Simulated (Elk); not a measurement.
Elk run on Yb (Fm-3m, 1 atom in the cell): self-consistent single point.

Computed with PBE, all-electron FP-LAPW, Elk's shipped species files, APW+lo basis with extra local orbitals in Elk.

The change in words: lattice scaled by 0.98. Reference geometry:
```xyz
1
Lattice="0.0000 2.7516 2.7516 2.7516 0.0000 2.7516 2.7516 2.7516 0.0000" Properties=species:S:1:pos:R:3 pbc="T T T"
Yb     0.0000     0.0000     0.0000
```

Reference input (self-consistent single point, DFT, PBE, all-electron FP-LAPW, Elk's shipped species files, APW+lo basis with extra local orbitals): xctype = 20; rgkmax = 7.5; stype = 0; swidth = 0.00999582 Ha; ngridk = 14 14 14; gmaxvr = 16 1/bohr; nxlo = 2; lorbcnd = true; lmaxi = 2; maxscl = 100. This run's input differs from it in these lines:

```diff
@@ -31,5 +31,5 @@
 avec
-    0.0000000000    5.1997685148    5.1997685148
-    5.1997685148    0.0000000000    5.1997685148
-    5.1997685148    5.1997685148    0.0000000000
+    0.0000000000    5.0957731067    5.0957731067
+    5.0957731067    0.0000000000    5.0957731067
+    5.0957731067    5.0957731067    0.0000000000
```

Output (repeated stretches shortened):

```
│ Self-consistent loop started │
│ Loop number : 1 │
 total energy                :     -13899.1020035
│ Loop number : 2 │
 total energy                :     -13944.4799725
RMS change in Kohn-Sham potential (target) :    1.815639303     (  0.1000000000E-05)
Absolute change in total energy (target)   :    45.37796896     (  0.1000000000E-03)
│ Loop number : 3 │
 total energy                :     -14063.8124311
RMS change in Kohn-Sham potential (target) :   0.2046388093     (  0.1000000000E-05)
Absolute change in total energy (target)   :    130.6769509     (  0.1000000000E-03)
│ Loop number : 4 │
   [... lines left out ...]
Absolute change in total energy (target)   :   0.3416650361E-03 (  0.1000000000E-03)
│ Loop number : 19 │
 total energy                :     -14076.0318013
RMS change in Kohn-Sham potential (target) :   0.1613419079E-05 (  0.1000000000E-05)
Absolute change in total energy (target)   :   0.1344105203E-03 (  0.1000000000E-03)
│ Loop number : 20 │
 total energy                :     -14076.0319084
RMS change in Kohn-Sham potential (target) :   0.1199104710E-06 (  0.1000000000E-05)
Absolute change in total energy (target)   :   0.7348634426E-04 (  0.1000000000E-03)
Convergence targets achieved

│ Loop number : 21 │

Energies :
 Fermi                       :     0.153066939822
 total energy                :     -14076.0319104

Density of states at Fermi energy :    69.25651931
 (states/Hartree/unit cell)

Estimated indirect band gap :   0.5701278834E-03
 from k-point     83 to k-point     92
Estimated direct band gap   :   0.4836332000E-02
 at k-point     53

Charges :
 core                        :    46.00000000
 valence                     :    24.00000000
 interstitial                :    1.807282220
 muffin-tins (core leakage)
  species :    1 (Yb)
   atom    1                 :    68.19271778     (  0.1117951363E-05)
 total in muffin-tins        :    68.19271778
 total calculated charge     :    69.99698593
 total charge                :    70.00000000
 error                       :   0.3014068612E-02

│ Self-consistent loop stopped │
```

The run converged in 21 iterations. The count includes the last loop, which Elk runs after its targets are met. Against the reference run the total energy goes down by 22.6 meV/atom.

The starting cell comes from a database of computed structures (which also holds hypothetical and non-ambient phases and stackings), without a prior relaxation at this level. Its lattice was rescaled by a random factor within 2.5 % of one. For this run, on top of that: lattice scaled by 0.98. Spin-orbit coupling is off. Spin polarisation is off. Values depend on the basis (sphere radii, cutoffs, local orbitals), which need not be converged. The log's line on a gap gives a spacing of levels on this mesh, which the program prints for metals too.
